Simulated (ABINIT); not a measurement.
# A self-consistent single point of NiSi2 (Fm-3m, 3 atoms in the cell) with ABINIT

Method: PBE, PAW (JTH v2.0 PBE PAW) (plane waves; ABINIT 10.0.3).

This input was run:

```
# NiSi2, JTH v2.0 PBE PAW
pp_dirpath "./"
pseudos "Si.GGA_PBE-JTH.xml, Ni.GGA_PBE-JTH.xml"
acell 7.2073612857 7.2073612857 7.2073612857
rprim
         0.0000000000    0.7071067812    0.7071067812
         0.7071067812    0.0000000000    0.7071067812
         0.7071067812    0.7071067812   -0.0000000000
natom 3
ntypat 2
znucl 14 28
typat 1 1 2
xcart
         2.5481870198    2.5481870198    2.5481870198
         7.6445610594    7.6445610594    7.6445610594
         0.0000000000    0.0000000000    0.0000000000
ecut 30 Ha
pawecutdg 60 Ha
pawxcdev 0
occopt 7
tsmear 0.1 eV
nband 18
kptopt 1
ngkpt 5 5 5
nshiftk 1
shiftk 0 0 0
nstep 50
tolvrs 1.0e-11
prtwf 0
prtden 0
enunit 1
```

Log, with long lists cut:

```
 Symmetries : space group Fm -3 m (#225); Bravais cF (face-center cubic)

 -outvars: echo values of preprocessed input variables --------
            acell      7.2073612857E+00  7.2073612857E+00  7.2073612857E+00 Bohr
             ecut      3.00000000E+01 Hartree
           enunit           1
              ixc     -101130
         kptrlatt        5    0    0      0    5    0      0    0    5
          kptrlen      3.60368064E+01
            natom           3
            nband          18
            ngfft          36      36      36
          ngfftdg          54      54      54
             nkpt          10
            nstep          50
             nsym          48
           ntypat           2
           occopt           7
        pawecutdg      6.00000000E+01 Hartree
         pawxcdev           0
            rprim      0.0000000000E+00  7.0710678120E-01  7.0710678120E-01
                       7.0710678120E-01  0.0000000000E+00  7.0710678120E-01
                       7.0710678120E-01  7.0710678120E-01 -0.0000000000E+00
          spgroup         225
           tolvrs      1.00000000E-11
           tsmear      3.67493254E-03 Hartree
            typat      1  1  2
           useylm           1
             xred      2.5000000000E-01  2.5000000000E-01  2.5000000000E-01
                       7.5000000000E-01  7.5000000000E-01  7.5000000000E-01
                       0.0000000000E+00  0.0000000000E+00  0.0000000000E+00
            znucl       14.00000   28.00000

== DATASET  1 ==================================================================

 Real(R)+Recip(G) space primitive vectors, cartesian coordinates (Bohr,Bohr^-1):
 R(1)=  0.0000000  5.0963740  5.0963740  G(1)= -0.0981090  0.0981090  0.0981090
 R(2)=  5.0963740  0.0000000  5.0963740  G(2)=  0.0981090 -0.0981090  0.0981090
 R(3)=  5.0963740  5.0963740  0.0000000  G(3)=  0.0981090  0.0981090 -0.0981090
 Unit cell volume ucvol=  2.6473653E+02 bohr^3
 Angles (23,13,12)=  6.00000000E+01  6.00000000E+01  6.00000000E+01 degrees

 Coarse grid specifications (used for wave-functions):

 getcut: wavevector=  0.0000  0.0000  0.0000  ngfft=  36  36  36
         ecut(hartree)=     30.000   => boxcut(ratio)=   2.02582

 Fine grid specifications (used for densities):

 getcut: wavevector=  0.0000  0.0000  0.0000  ngfft=  54  54  54
         ecut(hartree)=     60.000   => boxcut(ratio)=   2.14944

   8.17877019E+02                                ecore*ucvol(ha*bohr**3)

_setup2: Arith. and geom. avg. npw (full set) are    2080.472    2080.453

--- !BeginCycle
solver: {iscf: 17, nstep: 50, nline: 4, wfoptalg: 10, }
tolerances: {tolvrs: 1.00E-11, }
...

     iter   Etot(hartree)      deltaE(h)  residm     nres2
 ETOT  1  -175.73918413154    -1.757E+02 3.787E+00 5.087E+01
 ETOT  2  -178.99769947954    -3.259E+00 2.344E-01 1.359E+02
 ETOT  3  -178.89947457892     9.822E-02 4.548E-02 5.813E+01
 ETOT  4  -178.87557740231     2.390E-02 1.074E-02 8.470E+00
 ETOT  5  -178.86844920890     7.128E-03 2.948E-03 2.347E+00
 ETOT  6  -178.86800345213     4.458E-04 1.852E-03 1.302E-01
   [... 32 lines left out ...]
 ETOT 39  -178.86871231490    -4.263E-13 6.632E-07 3.251E-09
 ETOT 40  -178.86871231490     1.933E-12 3.477E-07 1.964E-09
 ETOT 41  -178.86871231490     1.307E-12 6.726E-07 3.363E-11
 ETOT 42  -178.86871231489     3.126E-12 3.529E-07 4.743E-11
 ETOT 43  -178.86871231490    -9.038E-12 6.827E-07 2.629E-12

 At SCF step   43       nres2   =  2.63E-12 < tolvrs=  1.00E-11 =>converged.

 Cartesian components of stress tensor (hartree/bohr^3)
  sigma(1 1)= -5.05126548E-05  sigma(3 2)=  0.00000000E+00
  sigma(2 2)= -5.05126548E-05  sigma(3 1)=  0.00000000E+00
  sigma(3 3)= -5.05126548E-05  sigma(2 1)=  0.00000000E+00

 ----iterations are completed or convergence reached----

 reduced coordinates (array xred) for    3 atoms
       0.250000000000      0.250000000000      0.250000000000
       0.750000000000      0.750000000000      0.750000000000
       0.000000000000      0.000000000000      0.000000000000
 cartesian forces (eV/Angstrom) at end:
    1     -0.00000000000000    -0.00000000000000    -0.00000000000000
    2     -0.00000000000000    -0.00000000000000    -0.00000000000000
    3     -0.00000000000000    -0.00000000000000    -0.00000000000000
 frms,max,avg= 0.0000000E+00 0.0000000E+00   0.000E+00  0.000E+00  0.000E+00 e/A
 length scales=  7.207361285700  7.207361285700  7.207361285700 bohr
              =  3.813971326466  3.813971326466  3.813971326466 angstroms
 Fermi (or HOMO) energy (eV) =  10.68848   Average Vxc (eV)= -11.68868
 Eigenvalues (   eV  ) for nkpt=  10  k points:
 kpt#   1, nband= 18, wtk=  0.00800, kpt=  0.0000  0.0000  0.0000 (reduced coord)
 -94.09246  -54.48405  -54.48405  -54.48405   -3.34797    5.33615    5.33615    5.33615
   7.05460    7.05460   10.33083   12.32197   12.32197   12.32197   12.90607   12.90607
  12.90607   15.32633
 prteigrs : prtvol=0 or 1, do not print more k-points.

--- !EnergyTerms
comment             : Components of total free energy in Hartree
kinetic             :  3.22228963043592E+01
hartree             :  6.47091968011088E+01
xc                  : -1.15957888575802E+01
Ewald energy        : -9.31073688514073E+01
psp_core            :  3.08939987820947E+00
local_psp           : -1.71936104253049E+02
spherical_terms     : -2.25073002775777E+00
internal            : -1.78868499006117E+02
'-kT*entropy'       : -2.13255404523881E-04
total_energy        : -1.78868712261522E+02
total_energy_eV     : -4.86726518989216E+03
...

-Cartesian components of stress tensor (GPa)         [Pressure=  1.4861E+00 GPa]
- sigma(1 1)= -1.48613336E+00  sigma(3 2)=  0.00000000E+00
- sigma(2 2)= -1.48613336E+00  sigma(3 1)=  0.00000000E+00
- sigma(3 3)= -1.48613336E+00  sigma(2 1)=  0.00000000E+00

 Calculation completed.
```

The run converged in 43 iterations.

The starting cell has typed, rounded lattice constants, without a prior relaxation at this level. Its lattice was rescaled by up to half a per cent. Spin polarisation is off.

Cost on one core of a shared machine: roughly 50 s.
